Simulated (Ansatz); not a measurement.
Start from InAgTe2 in the chalcopyrite structure (space group I-42d, No. 122; a = 6.432 Å, c = 12.766 Å).

Modification: every lattice vector is shortened by 1.50 %; the atoms relax in the strained cell.

Level of theory: PBEsol, PAW, 420 eV (Ansatz, a program for electronic structure; spin-orbit coupling left out).

Base, band edges from the VBM (valence, conduction): M -1.03, 1.47; G -0.79, 1.11; R -0.79, 1.11; X -0.57, 0.86; Γ 0.00, 0.08; S₀ -0.67, 1.59; S -0.67, 1.59; N -0.66, 1.77; P -0.82, 1.23 eV.

Q: Give the band edges at the high-symmetry points of the new zone, measured from its valence-band maximum.

A: 
```json
[
 {"point": "Γ", "valence edge (eV)": "0.00", "conduction edge (eV)": "0.18"},
 {"point": "X", "valence edge (eV)": "-0.63", "conduction edge (eV)": "0.90"},
 {"point": "P", "valence edge (eV)": "-0.88", "conduction edge (eV)": "1.30"},
 {"point": "N", "valence edge (eV)": "-0.73", "conduction edge (eV)": "1.87"},
 {"point": "M", "valence edge (eV)": "-1.14", "conduction edge (eV)": "1.48"},
 {"point": "S", "valence edge (eV)": "-0.74", "conduction edge (eV)": "1.63"},
 {"point": "S₀", "valence edge (eV)": "-0.74", "conduction edge (eV)": "1.63"},
 {"point": "R", "valence edge (eV)": "-0.86", "conduction edge (eV)": "1.16"},
 {"point": "G", "valence edge (eV)": "-0.86", "conduction edge (eV)": "1.16"}
]
```

The gap is 0.18 eV, direct at Γ.

With Te present, leaving out spin-orbit coupling can change the band edges. Whether these cells are dynamically stable was not tested. A zero or small gap of InAgTe2 can be the functional's error rather than a property of the material.
